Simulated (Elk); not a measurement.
Band structure of NbC (Fm-3m, 2 atoms in the cell).

```yaml
crystal:
  lattice:
    - [0.00000, 2.25405, 2.25405]
    - [2.25405, 0.00000, 2.25405]
    - [2.25405, 2.25405, 0.00000]
  atoms:
    - { symbol: Nb, position: [0.00000, 0.00000, 0.00000] }
    - { symbol: C, position: [0.50000, 0.50000, 0.50000] }
```

Method of the run: Elk with PBEsol, all-electron FP-LAPW, Elk's shipped species files, LAPW+lo basis.

Settings: xctype = 22; rgkmax = 7.5; stype = 0; swidth = 0.00367493 Ha; ngridk = 17 17 17; gmaxvr = 16 1/bohr; nxoapwlo = 1; rmtscf = 0.91.

The starting cell comes from a database of computed structures (which also holds hypothetical and non-ambient phases and stackings), without a prior relaxation at this level. Spin polarisation is off. Values depend on the basis (sphere radii, cutoffs, local orbitals), which need not be converged.

Levels in eV from the Fermi level, bands 5 to 12:
```tsv
point	5	6	7	8	9	10	11	12
Γ	-13.31	-1.32	-1.32	-1.32	-0.21	-0.21	-0.21	0.30
X	-11.94	-4.11	-3.87	-1.32	-1.32	1.89	3.10	3.10
W	-11.16	-4.57	-4.36	-4.36	1.47	1.47	3.10	4.98
K	-11.24	-5.10	-4.21	-3.45	-0.34	2.37	3.29	5.39
L	-9.74	-7.46	-5.02	-5.02	2.03	2.03	3.43	5.62
U	-11.24	-5.10	-4.21	-3.44	-0.34	2.37	3.29	5.39
```

Bands cross the Fermi level along this path, so the cell is metallic at this level.
